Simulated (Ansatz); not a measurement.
HfN: response to strain

Consider HfN in the rock salt structure (space group Fm-3m, No. 225; a = 4.468 Å; relaxed with 0.1 eV smearing).

Strains are applied to the cell and any free atomic positions relax.

Method: LDA in Ansatz (plane waves to 420 eV, PAW, no spin-orbit coupling).

Notes on the quantities. energy relative to the base: free energy F.

| isotropic strain (%) | energy relative to the base (meV/atom) |
|---|---|
| -3 | 93.8 |
| -2 | 40.3 |
| -1.5 | 22.3 |
| 0 | 0.0 |
| 0.5 | ? |
| 1 | 9.1 |
| 1.5 | 20.2 |
| 2.5 | 54.4 |
| 3 | 77.1 |

Fit ΔE = Aε² + Bε³ (ε in %) to the rows shown and predict the withheld row.

Least squares on the printed values gives A = 9.49 and B = -0.31 meV/atom (largest residual 0.1 meV/atom); this predicts 2.3 meV/atom, and the run gives 2.3 meV/atom, in agreement.

Whether these cells are dynamically stable was not tested. All final runs are without spin polarisation. An odd electron count without spin: HfN.

Ansatz is an electronic-structure program.
